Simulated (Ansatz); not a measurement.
Calculation: PBE (plane waves to 420 eV, PAW; Ansatz, a program for electronic structure).

Electrostatic potential energy of an electron, averaged over planes parallel to the surface, in eV from the Fermi level, for the (111)A surface of zinc-blende GaAs, Ga-terminated, 2x2 with 2 H on 4 top atoms (bottom of the slab: 3 H on 4 bottom sites):

| z (Å) | V (eV) |
|---|---|
| 3.89 | 3.98 |
| 4.17 | 3.98 |
| 4.44 | 3.98 |
| 4.72 | 3.98 |
| 5.00 | 3.98 |
| 5.28 | 3.98 |
| 5.56 | 3.98 |
| 5.83 | 3.98 |
| 6.11 | 3.98 |
| 6.39 | 3.97 |
| 6.67 | 3.96 |
| 6.94 | 3.93 |
| 7.22 | 3.86 |
| 7.50 | 3.70 |
| 7.78 | 3.36 |
| 8.06 | 2.39 |
| 8.33 | 1.64 |
| 8.61 | 1.37 |
| 8.89 | 0.13 |
| 9.17 | -1.57 |
| 9.44 | -2.59 |
| 9.72 | -4.12 |
| 10.00 | -5.76 |
| 10.28 | -6.43 |
| 10.56 | -5.35 |
| 10.83 | -3.19 |
| 11.11 | -0.89 |
| 11.39 | 1.28 |
| 11.67 | 2.04 |
| 11.94 | 1.36 |
| 12.22 | -0.74 |
| 12.50 | -1.88 |
| 12.78 | -2.30 |
| 13.06 | -4.17 |
| 13.33 | -6.36 |
| 13.61 | -6.52 |
| 13.89 | -4.62 |
| 14.17 | -2.75 |
| 14.44 | -0.56 |
| 14.72 | 1.49 |
| 15.00 | 2.12 |
| 15.28 | 1.31 |
| 15.56 | -0.83 |
| 15.83 | -1.90 |
| 16.11 | -2.36 |
| 16.39 | -4.31 |
| 16.67 | -6.45 |
| 16.94 | -6.47 |
| 17.22 | -4.54 |
| 17.50 | -2.69 |
| 17.78 | -0.48 |
| 18.06 | 1.50 |
| 18.33 | 2.05 |
| 18.61 | 1.14 |
| 18.89 | -1.16 |
| 19.17 | -2.52 |
| 19.44 | -2.95 |
| 19.72 | -4.42 |
| 20.00 | -6.29 |
| 20.28 | -6.07 |
| 20.56 | -3.87 |
| 20.83 | -1.92 |
| 21.11 | -0.03 |
| 21.39 | 1.91 |
| 21.67 | 2.90 |
| 21.94 | 2.95 |
| 22.22 | 3.34 |
| 22.50 | 3.98 |
| 22.78 | 4.22 |
| 23.06 | 4.32 |
| 23.33 | 4.37 |
| 23.61 | 4.40 |
| 23.89 | 4.40 |
| 24.17 | 4.41 |
| 24.44 | 4.41 |
| 24.72 | 4.41 |
| 25.00 | 4.41 |
| 25.28 | 4.41 |
| 25.56 | 4.41 |
| 25.83 | 4.41 |
| 26.11 | 4.41 |
| 26.39 | 4.41 |

Model: 37-atom slab, 13.9 Å thick at the start with caps and adatoms (thin: gaps and levels are the slab's own), 3x3x1 mesh, Fermi-Dirac 0.025 eV, dipole correction, 8 atoms held, the rest relaxed; no symmetry held; spin-polarised, ending with about 0.8 μB a cell, a value that depends on the mesh; orders that need a larger cell were not tried, no spin-orbit, no U. The slab shows no gap on its mesh. It is one candidate, not shown to be the stable structure of the face.

Task: The surface cell has an area of 57.18 Å². What dipole along the normal does the step between the two vacuum levels imply?

Result: the top vacuum level lies 0.43 eV above the bottom one; p = −ε₀ A ΔV (ε₀ = 0.005526 e/(V·Å)) gives -0.14 e·Å a cell.
